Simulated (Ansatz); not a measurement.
Base system: HgS (space group P3_221, No. 154; a = 4.4649 Å, c = 9.7582 Å; made of chains).

Levels (all Ansatz, an electronic-structure program, PAW): PBE (420 eV, no spin-orbit coupling); PBE+SOC (420 eV, with spin-orbit coupling).

The geometry is relaxed with PBE.

| Quantity | Result |
|---|---|
| PBE electron mass | 0.43 mₑ along c, 1.2 mₑ across (at Γ) |
| PBE smallest direct gap | 1.87 eV |
| PBE lowest conduction level above the VBM at special points | Γ 1.83 eV; M 2.37 eV; L 2.47 eV; A 2.59 eV |
| PBE pressure | 0.0 kbar |

Predict the electron mass, smallest direct gap, lowest conduction level above the VBM at special points and pressure from PBE+SOC.

The electron mass becomes 0.44 mₑ along c, 1.3 mₑ across (at Γ) (PBE: 0.43 mₑ along c, 1.2 mₑ across (at Γ)); the smallest direct gap is still 1.87 eV; the lowest conduction level above the VBM at special points changes from Γ 1.83 eV; M 2.37 eV; L 2.47 eV; A 2.59 eV to Γ 1.83 eV; M 2.32 eV; L 2.45 eV; A 2.55 eV; the pressure goes from zero to -4.6 kbar.

Single points use the geometry relaxed with PBE. The spin-orbit shifts are approximate. With Hg present, leaving out spin-orbit coupling can change the band edges. Masses are band curvatures over ±0.01 Å⁻¹ around the edge. Whether these cells are dynamically stable was not tested. No dispersion term is included, though the crystal is made of layers, chains or molecules, so its spacings can come out too wide.
